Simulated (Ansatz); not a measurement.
Worked example: self-consistent single point of Ta2H (P2, 3 atoms in the cell) in Ansatz (a program for electronic structure).

Method of the run: LDA (PW92), default PAW files made with PBE (plane waves; Ansatz).

The change in words: lattice scaled by 0.98; kpoints.mp_grid.grid: 12 12 7 → 25 25 15. Reference geometry:
```yaml
crystal:
  lattice:
    - [1.72910, -2.38333, 0.00000]
    - [1.72910, 2.38333, 0.00000]
    - [0.00000, 0.00000, 4.78236]
  atoms:
    - { symbol: Ta, position: [0.00000, 0.50000, 0.27503] }
    - { symbol: Ta, position: [0.50000, 0.00000, 0.73543] }
    - { symbol: H, position: [0.00000, 0.00000, 0.00000] }
```

Reference input (self-consistent single point, DFT, LDA (PW92), plane waves, default PAW files made with PBE): basis.ecutwfc = 420 eV; kpoints.mp_grid.grid = 12 12 7; hamiltonian.xc = lda; hamiltonian.pseudopotentials = {kind: paw} (the program's default PAW files); scf.occupations.method = fermi_dirac; scf.occupations.width = 0.1 eV. This run's input differs from it in these lines:

Ansatz 0.2 input:
```diff
@@ -2,5 +2,5 @@
   lattice:
-    - [1.72909700, -2.38332700, 0.00000000]
-    - [1.72909700, 2.38332700, 0.00000000]
-    - [0.00000000, 0.00000000, 4.78236300]
+    - [1.69451500, -2.33566000, 0.00000000]
+    - [1.69451500, 2.33566000, 0.00000000]
+    - [0.00000000, 0.00000000, 4.68671600]
   atoms:
@@ -13,3 +13,3 @@
   mp_grid:
-    grid: [12, 12, 7]
+    grid: [25, 25, 15]
 hamiltonian:
```

Output, abridged:

```
SCF iter   1: F=—  HF=-19381.430739 eV  |F-HF|=—  |Δ(HF+E_count)|=         —  Δρ=6.38e-3  dr2=1.35e-2  ethr=1.77e-3  ⟨swp⟩=5.3  Hψ=201695  notcnv=0
all-band conjugate gradients solve this SCF's bands
preconditioner: auto → none
SCF iter   2: F=—  HF=-19381.427792 eV  |F-HF|=—  |Δ(HF+E_count)|=   2.95e-3  Δρ=3.72e-3  dr2=4.95e-3  ethr=5.00e-5  ⟨swp⟩=1.3  Hψ=67274  notcnv=0
SCF iter   3: F=—  HF=-19381.426278 eV  |F-HF|=—  |Δ(HF+E_count)|=   1.51e-3  Δρ=4.45e-4  dr2=3.48e-5  ethr=1.83e-5  ⟨swp⟩=2.0  Hψ=59106  notcnv=0
SCF iter   4: F=—  HF=-19381.426262 eV  |F-HF|=—  |Δ(HF+E_count)|=   1.64e-5  Δρ=1.11e-4  dr2=4.42e-6  ethr=1.29e-7  ⟨swp⟩=2.0  Hψ=79538  notcnv=0
SCF iter   5: F=—  HF=-19381.426262 eV  |F-HF|=—  |Δ(HF+E_count)|=   3.18e-7  Δρ=5.65e-5  dr2=5.39e-6  ethr=1.64e-8  ⟨swp⟩=2.2  Hψ=75220  notcnv=0
SCF iter   6: F=—  HF=-19381.426261 eV  |F-HF|=—  |Δ(HF+E_count)|=   1.33e-6  Δρ=1.39e-5  dr2=2.51e-7  ethr=1.64e-8  ⟨swp⟩=2.0  Hψ=58517  notcnv=0
SCF iter   7: F=-19381.426261 eV  HF=-19381.426261 eV  |F-HF|=6.68e-9  |Δ(HF+E_count)|=   6.06e-8  Δρ=3.28e-6  dr2=7.89e-9  ethr=3.70e-10  ⟨swp⟩=4.7  Hψ=149160  notcnv=0
SCF 1 converged in 7 iterations: F = -19381.426261 eV  dr2 = 7.89e-9
Free energy (F): -19381.426261 eV
Internal energy: -19381.378408 eV  (E = F + TS)
E sigma→0 (E₀):  -19381.402334 eV
Entropy (-TS):   -0.047853 eV (-15.951 meV/atom)
Fermi energy:    18.308825 eV
--- Forces (eV/Å), atoms counted from 1 ---
  atom   1  Ta     0.00000000     0.00000000    -0.67303588
  atom   2  Ta     0.00000000     0.00000000     0.47755567
  atom   3  H      0.00000000     0.00000000     0.19547565
--- Stress (GPa, compression-positive) ---
       -0.412168      -0.606981       0.000000
       -0.606981       1.807318       0.000000
        0.000000       0.000000       3.066103
  P = ⅓ Tr σ = 1.4871 GPa (14.871 kbar)
  The stress holds the Pulay correction. Without it, at fixed plane waves, as pw.x and ABINIT print it: P = 1.3908 GPa
```

The run converged in 7 iterations. Against the reference run the free energy drops by 24.0 meV/atom, the pressure goes from -11.02 to 1.49 GPa and the largest force goes from 0.464 to 0.673 eV/Å.

The starting cell comes from a database of computed structures (which also holds hypothetical and non-ambient phases and stackings), without a prior relaxation at this level. Its lattice was rescaled by up to half a per cent. One atom was moved a little off its site on purpose. For this run, on top of that: lattice scaled by 0.98. Spin polarisation is off. Ansatz's pressure includes its estimate of the finite-basis (Pulay) stress.

Cost on one core of a shared machine: roughly 80 s.
